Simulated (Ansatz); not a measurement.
The starting structures come from a database of crystals and need not be the phases stable at ambient conditions.

The decay constant κ of evanescent states in the gap governs leakage through a thin film.

Given:

```
Cs2P3
1.0
    8.92651     0.00000     0.00000
    3.90277     8.02813     0.00000
    2.51187    -4.01407     5.05837
Cs P
4 6
Direct
  0.25000   0.25000   0.50000
  0.75000   0.75000   0.50000
  0.71398   0.28602   0.57204
  0.28602   0.71398   0.42796
  0.87495   0.26693   0.00000
  0.12505   0.73307   0.00000
  0.26693   0.87495   0.00000
  0.73307   0.12505   0.00000
  0.14252   0.14252   0.00000
  0.85748   0.85748   0.00000
```

Space group of this cell: Fmmm. The cell is taken as given.

Transport runs along the normal of the first two printed cell vectors.

The gap is the functional's own, uncorrected, and κ follows it; spin-orbit coupling is left out. Mid-gap values are interpolated between the computed energies.

Give the band gap and the smallest decay constant κ at mid-gap that r2SCAN in Ansatz (an electronic-structure program) yields.

Gap 1.10 eV on a 6×6×6 mesh; κ = 0.219 1/Å, at the zone centre.
